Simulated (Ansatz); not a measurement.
Base system: MgS in the rock salt structure (space group Fm-3m, No. 225; a = 5.1820 Å). Axes: x, y, z lie along the cube axes.

One thing is altered: biaxial strain +0.99 %, plane normal [110], relaxed out of plane (Cartesian); in-plane vectors clamped, the third vector and the atoms free.

Levels (all Ansatz, a first-principles code, PAW): PBEsol (420 eV, no SOC); r2SCAN (500 eV, no spin-orbit coupling); HSE06 (420 eV, scalar-relativistic without spin-orbit coupling).

At the geometry relaxed with PBEsol, these levels gave the following band gaps, in shuffled order: (a) 2.63 eV, (b) 3.72 eV, (c) 3.38 eV.

Match each gap to its level.

(a) PBEsol; (b) HSE06; (c) r2SCAN.

A biaxial case was relaxed in a doubled cell and then solved in the primitive one. Single points use the geometry relaxed with PBEsol. HSE06 gaps are upper bounds (no full band path). No phonon test of stability was made.
